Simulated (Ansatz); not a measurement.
## What Si interstitial (started 1.68 Å from the nearest host atom) does to MoSi2

Base system: an 18-atom supercell of MoSi2 (space group I4/mmm, No. 139; a = 3.1902 Å, c = 7.8206 Å) at its relaxed geometry.

It is then changed as follows: a neutral Si interstitial (started 1.68 Å from the nearest host atom), atoms relaxed at fixed cell, starting from a slightly rattled geometry.

Computed with PBEsol/PAW in Ansatz (a program for electronic structure), no spin-orbit coupling. Γ-centred 6×6×6 mesh, Fermi–Dirac width 0.05 eV.

| quantity | base | changed | shift |
|---|---|---|---|
| pressure | 0.0 GPa | 19.6 GPa | +19.6 GPa |
| final site of the added atom | – | 4 Si at 2.15–2.17 Å and 4 Mo at 2.50–2.53 Å | – |

Final structure:

```
Mo6Si13
1.0
   -1.59511     4.78534     3.91030
    4.78534    -1.59511     3.91030
    4.78534     1.59511    -3.91030
Mo Si
6 13
Direct
  0.98861   0.00126   0.99092
  0.99103   0.33113   0.32216
  0.99468   0.66369   0.66352
  0.50023   0.49845   0.01026
  0.50578   0.14963   0.66892
  0.51337   0.81978   0.34718
  0.16520   0.23048   0.72250
  0.16680   0.66113   0.15310
  0.16180   0.93770   0.44079
  0.66727   0.77765   0.78547
  0.67515   0.43714   0.44363
  0.67238   0.09993   0.11079
  0.33322   0.54728   0.56602
  0.33682   0.87445   0.89505
  0.39628   0.18674   0.26759
  0.83241   0.04319   0.55165
  0.82400   0.71908   0.22218
  0.75908   0.40382   0.84868
  0.12516   0.37287   0.99628
```

The cell is small, so the values are those of an ordered compound at a high defect concentration; dilute-limit values will differ. The final runs are not spin-polarised. The defect cell is not spin-polarised.
